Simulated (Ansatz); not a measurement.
Data:

```yaml
crystal:
  lattice:
    - [0.00000, 2.83633, 2.83633]
    - [2.83633, 0.00000, 2.83633]
    - [2.83633, 2.83633, 0.00000]
  atoms:
    - { symbol: Ge, position: [0.50000, 0.50000, 0.50000] }
    - { symbol: Ge, position: [0.75000, 0.75000, 0.75000] }
```

No spin polarisation.

Calculations: r2SCAN (Ansatz, a first-principles code; PAW; 500 eV plane waves; no spin-orbit coupling), earlier PAW set. Settings: 10×10×10 k-points, 0.05 eV Fermi–Dirac smearing.

What band gap does the calculation give?

0.37 eV.

What gap character does the calculation give?

Direct at Γ.

What width of the top valence band does the calculation give?

4.01 eV.

What space group does the calculation give?

Fd-3m (No. 227).

Stability against distortions was not tested. The real Ge has an indirect gap at ambient pressure; r2SCAN orders its close-lying valleys differently. The cell was made from Si by this change: Si → Ge.
